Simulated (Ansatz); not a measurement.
A self-consistent single point of LuAu (P4mm, 2 atoms in the cell) with Ansatz (a first-principles code).

Method: PBEsol, default PAW files made with PBE (plane waves; Ansatz).

The change in words: lattice scaled by 0.98; basis.ecutwfc: 420 eV → 190 eV. Reference geometry:
```yaml
crystal:
  lattice:
    - [3.51413, 0.00000, 0.00000]
    - [0.00000, 3.51413, 0.00000]
    - [0.00000, 0.00000, 3.51413]
  atoms:
    - { symbol: Lu, position: [0.50000, 0.50000, 0.51423] }
    - { symbol: Au, position: [0.00000, 0.00000, 0.00000] }
```

Reference input (self-consistent single point, DFT, PBEsol, plane waves, default PAW files made with PBE): basis.ecutwfc = 420 eV; kpoints.mp_grid.grid = 9 9 9; hamiltonian.xc = pbesol; hamiltonian.pseudopotentials = {kind: paw} (the program's default PAW files); scf.occupations.method = fermi_dirac; scf.occupations.width = 0.1 eV. This run's input differs from it in these lines:

Ansatz 0.2 input:
```diff
@@ -3,10 +3,10 @@
   lattice:
-    - [3.51413300, 0.00000000, 0.00000000]
-    - [0.00000000, 3.51413300, 0.00000000]
-    - [0.00000000, 0.00000000, 3.51413300]
+    - [3.44385000, 0.00000000, 0.00000000]
+    - [0.00000000, 3.44385000, 0.00000000]
+    - [0.00000000, 0.00000000, 3.44385000]
   atoms:
-    - { symbol: Lu, position_ang: [1.75706650, 1.75706650, 1.80706558] }
+    - { symbol: Lu, position_ang: [1.72192500, 1.72192500, 1.77092410] }
     - { symbol: Au, position_ang: [0.00000000, 0.00000000, 0.00000000] }
 basis:
-  ecutwfc: 420.0
+  ecutwfc: 190.0
 kpoints:
```

The program printed (abridged):

```
SCF iter   1: F=—  HF=-27601.932670 eV  |F-HF|=—  |Δ(HF+E_count)|=         —  Δρ=1.37e-1  dr2=5.09e0  ethr=1.77e-3  ⟨swp⟩=4.1  Hψ=6635  notcnv=0
all-band conjugate gradients solve this SCF's bands
preconditioner: auto → Kerker (q_TF=auto, 2.762 Å⁻¹)
SCF iter   2: F=—  HF=-27595.774636 eV  |F-HF|=—  |Δ(HF+E_count)|=    6.16e0  Δρ=5.46e-2  dr2=6.24e-1  ethr=1.77e-3  ⟨swp⟩=3.0  Hψ=5057  notcnv=0
   [... lines left out ...]
SCF iter   6: F=—  HF=-27595.240633 eV  |F-HF|=—  |Δ(HF+E_count)|=   6.54e-5  Δρ=4.46e-4  dr2=4.01e-5  ethr=1.21e-6  ⟨swp⟩=2.0  Hψ=3385  notcnv=0
SCF iter   7: F=—  HF=-27595.240765 eV  |F-HF|=—  |Δ(HF+E_count)|=   1.32e-4  Δρ=6.79e-5  dr2=1.48e-6  ethr=9.12e-8  ⟨swp⟩=2.0  Hψ=3284  notcnv=0
SCF iter   8: F=—  HF=-27595.240765 eV  |F-HF|=—  |Δ(HF+E_count)|=   1.47e-7  Δρ=1.70e-5  dr2=1.00e-7  ethr=3.36e-9  ⟨swp⟩=2.0  Hψ=2984  notcnv=0
SCF iter   9: F=-27595.240765 eV  HF=-27595.240765 eV  |F-HF|=1.59e-9  |Δ(HF+E_count)|=   2.35e-8  Δρ=2.94e-6  dr2=3.61e-9  ethr=2.27e-10  ⟨swp⟩=3.2  Hψ=5718  notcnv=0
SCF 1 converged in 9 iterations: F = -27595.240765 eV  dr2 = 3.61e-9
Free energy (F): -27595.240765 eV
Internal energy: -27595.209042 eV  (E = F + TS)
E sigma→0 (E₀):  -27595.224904 eV
Entropy (-TS):   -0.031722 eV (-15.861 meV/atom)
Fermi energy:    18.983787 eV
--- Forces (eV/Å), atoms counted from 1 ---
  atom   1  Lu    -0.00000000     0.00000000    -0.20038936
  atom   2  Au     0.00000000     0.00000000     0.20040035
--- Stress (GPa, compression-positive) ---
       12.400657       0.000000      -0.000000
        0.000000      12.400657       0.000000
       -0.000000       0.000000      12.260021
  P = ⅓ Tr σ = 12.3538 GPa (123.538 kbar)
  The stress holds the Pulay correction. Without it, at fixed plane waves, as pw.x and ABINIT print it: P = -427.6604 GPa
```

The run converged in 9 iterations. Against the reference run the free energy goes up by 12.5 eV/atom, the pressure goes from -3.04 to 12.35 GPa and the largest force goes from 0.114 to 0.200 eV/Å.

The starting cell comes from a database of computed structures (which also holds hypothetical and non-ambient phases and stackings), without a prior relaxation at this level. Its lattice was rescaled by up to half a per cent. One atom was moved a little off its site on purpose. For this run, on top of that: lattice scaled by 0.98. Ansatz's pressure includes its estimate of the finite-basis (Pulay) stress. Without the estimate this run gives -427.66 GPa. The cutoff lies below the one recommended for these files.
